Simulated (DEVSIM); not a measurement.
Structure: Au/SiO2/p-Si capacitor, at 300 K.

| layer (left to right) | material | thickness (nm) | Na (cm⁻³) |
|---|---|---|---|
| 1 | SiO2 | 12.0 | - |
| 2 | Si | 6700 | 1.5e15 |

Metal gate on the left, work function 5.1 eV. Fixed charge at the semiconductor interface 6.6e10 cm⁻² (in units of +e); no interface traps.

The device is made up for the run: typed textbook-type constants, with dimensions and the other settings drawn at random. Values at 300 K.

| parameter | SiO2 | Si |
|---|---|---|
| gap (eV) | 9 | 1.124 |
| affinity (eV) | 0.9 | 4.05 |
| permittivity | 3.9 | 11.7 |
| Nc (cm⁻³) | - | 2.86e19 |
| Nv (cm⁻³) | - | 3.1e19 |

DEVSIM, 1D Poisson equation in equilibrium, Boltzmann statistics, complete ionisation; no quantum confinement or tunnelling. Metal contacts follow the ideal Schottky-Mott rule: no Fermi-level pinning, no interface dipoles.

Tabulate band edges, carrier densities and field at -1.4 V on the gate.

Energies count from the Fermi level of the right contact; mesh points crowd at the junctions.

```tsv
x (μm)	Ec (eV)	Ev (eV)	n (cm⁻³)	p (cm⁻³)	field (V/cm)
0.000	5.600	-3.400	< 1e2	< 1e2	-1100000
0.001492	5.433	-3.567	< 1e2	< 1e2	-1100000
0.004519	5.094	-3.906	< 1e2	< 1e2	-1100000
0.008630	4.634	-4.366	< 1e2	< 1e2	-1100000
0.01159	4.303	-4.697	< 1e2	< 1e2	-1100000
0.01283	1.084	-0.040	< 1e2	6.5e18	-230000
0.01566	1.042	-0.082	< 1e2	1.3e18	-100000
0.02609	0.985	-0.139	820	1.4e17	-33000
0.04764	0.942	-0.182	4400	2.7e16	-13000
0.09966	0.903	-0.221	19000	6.0e15	-4400
0.2181	0.877	-0.247	53000	2.2e15	-1000
0.6894	0.867	-0.257	77000	1.5e15	-10
1.649	0.867	-0.257	77000	1.5e15	≈ 0
3.787	0.867	-0.257	77000	1.5e15	≈ 0
5.789	0.867	-0.257	77000	1.5e15	≈ 0
6.330	0.867	-0.257	77000	1.5e15	≈ 0
6.554	0.867	-0.257	77000	1.5e15	≈ 0
6.645	0.867	-0.257	77000	1.5e15	≈ 0
6.692	0.867	-0.257	77000	1.5e15	≈ 0
6.705	0.867	-0.257	77000	1.5e15	≈ 0
6.710	0.867	-0.257	77000	1.5e15	≈ 0
6.712	0.867	-0.257	77000	1.5e15	≈ 0
```
